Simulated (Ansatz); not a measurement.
# BeTe, response to strain

Take BeTe in the zinc blende structure (space group F-43m, No. 216; a = 5.5542 Å) as the base. Axes: x, y, z lie along the cube axes.

Strains are applied to the cell and any free atomic positions relax; under biaxial strain the out-of-plane vector relaxes too.

Computed with LDA in Ansatz (plane waves to 420 eV, PAW, without spin-orbit coupling).

Notes on the quantities. energy relative to the base: free energy F.

| biaxial strain, plane normal [111], relaxed out of plane (%) | energy relative to the base (meV/atom) |
|---|---|
| 0 | 0.0 |
| 0.42 | 0.3 |
| 0.83 | 1.4 |
| 1.25 | ? |
| 1.67 | 5.4 |
| 2.08 | 8.3 |
| 2.5 | 11.9 |

Fit ΔE = Aε² + Bε³ (ε in %) to the rows shown and predict the withheld row.

Least squares on the printed values gives A = 2.01 and B = -0.042 meV/atom (largest residual 0.1 meV/atom); this predicts 3.1 meV/atom, and the run gives 3.1 meV/atom, in agreement.

Stability against distortions was not tested.

Ansatz is a program for electronic structure.
